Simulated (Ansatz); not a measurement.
**Short convergence ladders for Ge2Mo (I4mm, 3 atoms in the cell)**

```
CELL_PARAMETERS angstrom
     -1.66840     1.66840     4.11366
      1.66840    -1.66840     4.11366
      1.66840     1.66840    -4.11366
ATOMIC_POSITIONS crystal
  Ge 0.66775 0.66775 0.00000
  Ge 0.33833 0.33833 0.00000
  Mo 0.00000 0.00000 0.00000
```

Base method: LDA (PW92), default PAW files made with PBE (plane waves; Ansatz, an electronic-structure program).

Base settings: basis.ecutwfc = 420 eV; kpoints.mp_grid.grid = 14 14 14; hamiltonian.xc = lda; hamiltonian.pseudopotentials = {kind: paw} (the program's default PAW files); scf.occupations.method = gaussian; scf.occupations.width = 0.1 eV.

**The width of Gaussian smearing**

In this ladder: kpoints.mp_grid.grid = 23 23 23.

Narrow widths need finer meshes than wide ones, so the last steps can hold mesh noise.

Only quantities that move along the ladder and can be compared are tabulated; pressure and forces are left out, as mesh noise rules them at narrow widths.

| scf.occupations.width | free energy less the last step's (meV/atom) | energy extrapolated to zero width less the last step's (meV/atom) |
|---|---|---|
| 1 eV | -79.83 | 13.73 |
| 0.5 eV | -17.47 | 0.71 |
| 0.3 eV | -5.99 | 0.16 |
| 0.2 eV | -2.52 | 0.07 |
| 0.1 eV | -0.49 | 0.02 |
| 0.05 eV | 0.00 | 0.00 |

Widest scf.occupations.width that holds the free energy within 5 meV/atom of the last step, with all finer ones: 0.2 eV; the step before is off by 6.0 meV/atom.

Widest scf.occupations.width that holds the energy extrapolated to zero width within 0.5 meV/atom of the last step, with all finer ones: 0.3 eV; the step before is off by 0.71 meV/atom.

The extrapolation to zero width removes most of the smearing's effect on the energy.

**The width of cold smearing**

In this ladder: kpoints.mp_grid.grid = 23 23 23; scf.occupations.method = cold.

Narrow widths need finer meshes than wide ones, so the last steps can hold mesh noise.

Only quantities that move along the ladder and can be compared are tabulated; pressure and forces are left out, as mesh noise rules them at narrow widths.

| scf.occupations.width | free energy less the last step's (meV/atom) |
|---|---|
| 0.5 eV | 2.60 |
| 0.3 eV | 1.06 |
| 0.2 eV | 0.46 |
| 0.1 eV | 0.07 |
| 0.05 eV | 0.00 |

Widest scf.occupations.width that holds the free energy within 0.5 meV/atom of the last step, with all finer ones: 0.2 eV; the step before is off by 1.1 meV/atom.

On the base run: the starting cell comes from a database of computed structures (which also holds hypothetical and non-ambient phases and stackings), without a prior relaxation at this level. Its lattice was rescaled by up to half a per cent. One atom was moved a little off its site on purpose. Spin polarisation is off. In the base run, with a pressure of about -9 GPa the cell is away from its equilibrium volume at this level. Ansatz's pressure includes its estimate of the finite-basis (Pulay) stress.

Left out of this page: 4 runs of the series outside the window shown, repeating another row's setting, or not comparable; 1 run of the series unsound by tests on forces, stress, charge or solver warnings.

Keys are those of Ansatz 0.2.
